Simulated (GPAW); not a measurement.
GPAW run on Co3Mo (Amm2, 4 atoms in the cell): self-consistent single point.

Level of theory: LDA (Perdew-Wang 92), GPAW PAW datasets LDA (gpaw-data 1.0.1) (plane waves; GPAW).

The change in words: lattice scaled by 0.98. Reference geometry:
```
Co3Mo
1.0
    8.23925     0.00000     0.00000
    0.00000     1.31646     2.27350
    0.00000    -1.31646     2.27350
Co Mo
3 1
Direct
  0.00000   0.66704   0.66704
  0.76402   0.33298   0.33298
  0.23598   0.33298   0.33298
  0.50000   0.66700   0.66700
```

Reference input (self-consistent single point, DFT LDA (Perdew-Wang 92), plane waves, GPAW PAW datasets LDA (gpaw-data 1.0.1)): mode = pw; ecut = 850 eV; xc = LDA; kpts = 4 12 12; mesh shift (steps) = 0 0 0; occupations.name = methfessel-paxton; occupations.width = 0.136 eV; occupations.order = 0; nbands = -8; convergence.density = 1e-05 e/electron; convergence.energy = 1e-05 eV/electron; symmetry.symmorphic = false. This run's input differs from it in these lines:

```diff
@@ -5,5 +5,5 @@
 atoms = Atoms(['Co', 'Co', 'Co', 'Mo'],
-              cell=[[8.239250, 0.000000, 0.000000],
-                    [0.000000, 1.316460, 2.273500],
-                    [0.000000, -1.316460, 2.273500]],
+              cell=[[8.074465, 0.000000, 0.000000],
+                    [0.000000, 1.290131, 2.228030],
+                    [0.000000, -1.290131, 2.228030]],
               scaled_positions=[[0.000000, 0.667040, 0.667040],
```

Output (repeated stretches shortened):

```
     iter     time        total  log10-change:
                         energy   eigst   dens
iter:   1 --:--:--   -42.761101
iter:   2 --:--:--   -41.379947   -0.14  -1.38
iter:   3 --:--:--   -40.857651   -1.08  -1.34
iter:   4 --:--:--   -40.734904   -1.77  -1.45
iter:   5 --:--:--   -40.420887   -0.52  -1.45
   [... 7 lines left out ...]
iter:  13 --:--:--   -39.986417   -2.15  -2.19
iter:  14 --:--:--   -39.986163   -2.99  -2.55
iter:  15 --:--:--   -39.985422   -3.84  -2.78
iter:  16 --:--:--   -39.985394   -4.54  -2.89
iter:  17 --:--:--   -39.985787c  -3.67  -2.94
iter:  18 --:--:--   -39.985473c  -4.91  -2.98
   [... lines left out ...]
iter:  22 --:--:--   -39.985183c  -5.11  -3.44
iter:  23 --:--:--   -39.985149c  -5.15  -3.61
iter:  24 --:--:--   -39.985149c  -6.25  -3.83
iter:  25 --:--:--   -39.985160c  -5.64  -3.90
iter:  26 --:--:--   -39.985166c  -5.67  -3.95
iter:  27 --:--:--   -39.985163c  -7.12  -4.43
iter:  28 --:--:--   -39.985162c  -7.29  -4.45
iter:  29 --:--:--   -39.985161c  -6.78  -4.58
iter:  30 --:--:--   -39.985162c  -7.81c -4.67
iter:  31 --:--:--   -39.985163c  -8.06c -4.79
iter:  32 --:--:--   -39.985162c  -7.65c -4.85
iter:  33 --:--:--   -39.985162c  -8.31c -4.96
iter:  34 --:--:--   -39.985163c  -8.71c -5.05c
Converged after 34 iterations.

Dipole moment: (0.000000, 0.000000, 1.605552) |e|*Ang

Energy contributions relative to reference atoms: (reference = -223534.613150)

Kinetic:        +10.557067
Potential:      -10.706977
External:        +0.000000
XC:             -39.307794
Entropy (-ST):   -0.073983
Local:           -0.490467
SIC:             +0.000000
--------------------------
Free energy:    -40.022154
Extrapolated:   -39.985163

Showing only first 2 kpts
 Kpt  Band  Eigenvalues  Occupancy
  0    18     10.55465    2.00000
  0    19     10.60228    2.00000
  0    20     10.64485    2.00000
  0    21     11.62519    0.85211

  1    18     10.34343    2.00000
  1    19     10.54221    2.00000
  1    20     10.78489    2.00000
  1    21     11.05537    2.00000

Fermi level: 11.60726

No gap
No difference between direct/indirect transitions
Energy (eV): -39.985163

Forces in eV/Ang:
  0 Co    0.00000    0.00000   -0.00653
  1 Co   -0.22469    0.00000    0.00499
  2 Co    0.22469    0.00000    0.00499
  3 Mo    0.00000    0.00000   -0.00345

Stress tensor:
     0.081065     0.000000     0.000000
     0.000000     0.060460     0.000000
     0.000000     0.000000     0.058332
Stress (GPa, Voigt): [12.988   9.6867  9.3457  0.      0.      0.    ]
```

The run converged in 34 iterations. GPAW prints stress with tension positive. Against the reference run the free energy drops by 77.0 meV/atom, the pressure goes from -23.11 to -10.67 GPa and the largest force goes from 0.258 to 0.225 eV/Å.

The starting cell comes from a database of computed structures (which also holds hypothetical and non-ambient phases and stackings), without a prior relaxation at this level. For this run, on top of that: lattice scaled by 0.98. Spin polarisation is off. With a pressure of about -11 GPa the cell is away from its equilibrium volume at this level.

Cost on one core of a shared machine: roughly 8 min.
